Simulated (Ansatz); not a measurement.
O on the 1x1 (10-10) surface of wurtzite ZnO (cut with top plane O + Zn), one in a 1x1 cell, started at the site 'hollow O'

Host crystal: wurtzite ZnO, with a band gap (PBE, scalar-relativistic without spin-orbit coupling).

These are PBE (plane waves to 420 eV, PAW; Ansatz, a program for electronic structure) values and carry that method's errors.

Model: 17-atom slab, 9.4 Å thick at the start under the adsorbate (thin: gaps and levels are the slab's own), 6x4x1 mesh, Fermi-Dirac 0.01 eV, dipole correction, 8 atoms held, the rest relaxed; no symmetry held; spin-polarised, ending with about 0.1 μB a cell, a value that depends on the mesh; orders that need a larger cell were not tried, no spin-orbit, no U, no dispersion correction. The slab shows no gap over 0.04 eV on its mesh. At the end it is bonded to O + Zn. In PBE it is, or lies within 0.03 eV of, the lowest of the starts that converged.

```yaml
energy of the end state, in which the adsorbate paired with a surface O atom, against ½ O2(g): 1.16 eV
work_function_of_the_top_face: 6.19 eV
change_of_the_step_from_the_bottom_to_the_top_vacuum_level_against_the_clean_slab: 1.24 eV
energy_released_by_relaxation: 1.65 eV
height of the binding atom over the mean of the host atoms within 0.3 Å of the top one: 105.0 pm
largest_move_of_a_host_atom: 0.56 Å
note: in the relaxation the adsorbate left its starting site by 0.8 Å
cost: roughly 15 core-minutes
```

A negative adsorption energy means that the adsorbate is more stable on the surface than in its reference.
